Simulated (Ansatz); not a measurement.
## Short convergence ladders for LaCu2 (P6mm, 3 atoms in the cell)

```yaml
crystal:
  lattice:
    - [4.31319, 0.00000, 0.00000]
    - [-2.15659, 3.73533, 0.00000]
    - [0.00000, 0.00000, 3.86251]
  atoms:
    - { symbol: La, position: [0.00000, 0.00000, 0.01294] }
    - { symbol: Cu, position: [0.33333, 0.66667, 0.50000] }
    - { symbol: Cu, position: [0.66667, 0.33333, 0.50000] }
```

Base method: PBEsol, default PAW files made with PBE (plane waves; Ansatz, a first-principles code).

Base settings: basis.ecutwfc = 420 eV; kpoints.mp_grid.grid = 9 9 9; hamiltonian.xc = pbesol; hamiltonian.pseudopotentials = {kind: paw} (the program's default PAW files); scf.occupations.method = fermi_dirac; scf.occupations.width = 0.1 eV.

The count of work is k-points × plane waves × bands × iterations; it is no time. Core times come from one kind of shared machine, to one figure; runs under 30 s give none.

**The cutoff for other potential files**

Level: DFT, PBEsol, plane waves, harder PAW files (source: ansatz) made with PBE.

In this ladder: hamiltonian.pseudopotentials = {kind: paw, source: ansatz}.

The second cell is the first with its lattice scaled by 0.98.

The mesh stays at the base's, so the ladder's end is converged at best in this setting alone.

The first pressure column holds Ansatz's estimate of the finite-basis (Pulay) stress, which hides part of the cutoff error; the other is without it.

Only quantities that move along the ladder and can be compared are tabulated.

```csv
basis.ecutwfc,free energy less the last step's (meV/atom),energy of the compressed cell less the first (meV/atom),pressure (GPa),pressure without the Pulay estimate (GPa),largest difference of a force vector from the last step's (eV/Å),count of work / last,core time / last (rough)
315 eV,17055.88,67.17,5.57,-644.84,0.084,0.11,–
385 eV,3235.18,-20.59,-3.77,-160.41,0.052,0.13,–
490 eV,197.60,-6.06,-2.94,-17.65,0.003,0.21,–
595 eV,5.51,-6.73,-3.04,-3.68,0.000,0.28,0.6
700 eV,0.70,-6.76,-3.04,-3.04,0.000,0.36,0.7
840 eV,0.60,-6.76,-3.04,-3.05,0.000,0.46,0.7
1050 eV,0.21,-6.76,-3.04,-3.06,0.000,0.65,0.9
1400 eV,0.00,-6.77,-3.04,-3.05,0.000,1.0,1
```

Coarsest basis.ecutwfc that holds the pressure without the Pulay estimate within 0.5 GPa of the last step, with all finer ones: 700 eV, at 0.36 of the last step's count of work; the step before is off by 0.64 GPa.

Coarsest basis.ecutwfc that holds the energy of the compressed cell less the first within 0.5 meV/atom of the last step, with all finer ones: 595 eV, at 0.28 of the last step's count of work; the step before is off by 0.70 meV/atom.

Coarsest basis.ecutwfc that holds the pressure within 0.5 GPa of the last step, with all finer ones: 490 eV, at 0.21 of the last step's count of work; the step before is off by 0.73 GPa.

The energy difference between the two cells stays within 1 meV/atom of the last step's from 490 eV on, the total only from 700 eV on: much of the error is common to both cells and cancels.

At the lowest cutoff the pressure without the Pulay estimate lies 642 GPa under the last step's, the usual sign of Pulay stress in an incomplete plane-wave basis.

**The density cutoff**

The second cell is the first with its lattice scaled by 0.98.

The mesh stays at the base's, so the ladder's end is converged at best in this setting alone.

Only quantities that move along the ladder and can be compared are tabulated.

| basis.ecutrho_ratio | free energy less the last step's (meV/atom) | energy of the compressed cell less the first (meV/atom) | pressure (GPa) |
|---|---|---|---|
| 2 | -11.17 | -5.69 | -2.50 |
| 3 | -0.22 | -6.92 | -3.05 |
| 4 | 0.00 | -6.91 | -3.06 |
| 5 | 0.00 | -6.91 | -3.06 |
| 6 | 0.00 | -6.91 | -3.06 |
| 8 | 0.00 | -6.91 | -3.06 |
| 10 | 0.00 | -6.91 | -3.06 |
| 12 | 0.00 | -6.91 | -3.06 |
| 16 | 0.00 | -6.91 | -3.06 |

Coarsest basis.ecutrho_ratio that holds the energy of the compressed cell less the first within 0.2 meV/atom of the last step, with all finer ones: 3; the step before is off by 1.2 meV/atom.

Coarsest basis.ecutrho_ratio that holds the free energy within 0.5 meV/atom of the last step, with all finer ones: 3; the step before is off by 11 meV/atom.

Coarsest basis.ecutrho_ratio that holds the pressure within 0.05 GPa of the last step, with all finer ones: 3; the step before is off by 0.55 GPa.

**The relaxed cell against the cutoff**

On LaCu₂ (P6/mmm, 3 atoms in the cell): atoms on their sites.

In this ladder: relax = cell and atoms.

The mesh stays at the base's, so the ladder's end is converged at best in this setting alone.

Only quantities that move along the ladder and can be compared are tabulated.

| basis.ecutwfc | relaxed volume (Å³/atom) | relaxation steps |
|---|---|---|
| 250 eV | 19.787 | 65 |
| 295 eV | 19.927 | 37 |
| 355 eV | 19.825 | 10 |
| 420 eV | 19.811 | 5 |
| 505 eV | 19.814 | 5 |
| 630 eV | 19.812 | 5 |
| 840 eV | 19.812 | 5 |

Coarsest basis.ecutwfc that holds the relaxed volume within 0.04 Å³/atom of the last step, with all finer ones: 355 eV; the step before is off by 0.12 Å³/atom.

On the base run: the starting cell comes from a database of computed structures (which also holds hypothetical and non-ambient phases and stackings), without a prior relaxation at this level. Its lattice was rescaled by up to half a per cent. One atom was moved a little off its site on purpose. Spin polarisation is off.

Left out of this page: 1 run of the series stopped by limits of time or memory.

Keys are those of Ansatz 0.2.
